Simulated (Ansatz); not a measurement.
GaN (P6_3mc) under hydrostatic pressure (compression positive): hole conductivity mass by PBE with spin-orbit coupling, rigid bands (plane waves, PAW; Ansatz, a program for electronic structure). The unloaded cell, whose axes the loads refer to:

```
GaN
1.0
    3.18259     0.00000     0.00000
   -1.59130     2.75620     0.00000
    0.00000     0.00000     5.18543
Ga N
2 2
Direct
  0.33333   0.66667   0.99919
  0.66667   0.33333   0.49919
  0.33333   0.66667   0.37581
  0.66667   0.33333   0.87581
```

```json
[
 {"hydrostatic pressure (compression positive) (GPa)": "-12", "volume per atom (Å³)": "12.26", "hole conductivity mass (mₑ)": "1.66"},
 {"hydrostatic pressure (compression positive) (GPa)": "-8", "volume per atom (Å³)": "11.92", "hole conductivity mass (mₑ)": "1.62"},
 {"hydrostatic pressure (compression positive) (GPa)": "-4", "volume per atom (Å³)": "11.63", "hole conductivity mass (mₑ)": "1.59"},
 {"hydrostatic pressure (compression positive) (GPa)": "0", "volume per atom (Å³)": "11.37", "hole conductivity mass (mₑ)": "1.56"},
 {"hydrostatic pressure (compression positive) (GPa)": "4", "volume per atom (Å³)": "11.14", "hole conductivity mass (mₑ)": "1.54"},
 {"hydrostatic pressure (compression positive) (GPa)": "8", "volume per atom (Å³)": "10.94", "hole conductivity mass (mₑ)": "1.51"},
 {"hydrostatic pressure (compression positive) (GPa)": "16", "volume per atom (Å³)": "10.58", "hole conductivity mass (mₑ)": "1.47"},
 {"hydrostatic pressure (compression positive) (GPa)": "24", "volume per atom (Å³)": "10.27", "hole conductivity mass (mₑ)": "?"}
]
```

Q: Fit a straight line to ln(hole conductivity mass) against the load over the rows given, and predict the row at 24 GPa.

A: The means are x̄ = 0.571 GPa and ȳ = 0.4467; Σ(x − x̄)(y − ȳ) = -2.395 and Σ(x − x̄)² = 557.7, so the slope is -0.429 % per GPa, and the rows given lie within 0.62 % of the line. At 24 GPa the line gives 1.41 mₑ; the calculation gives 1.43 mₑ, 1.2 % from it.

Masses are for dilute carriers at 300 K, harmonic means over directions unless an axis is named. Stresses and pressures are the targets of the relaxation. The structure type is held at every load. Geometry: cell and atoms relaxed with PBEsol.
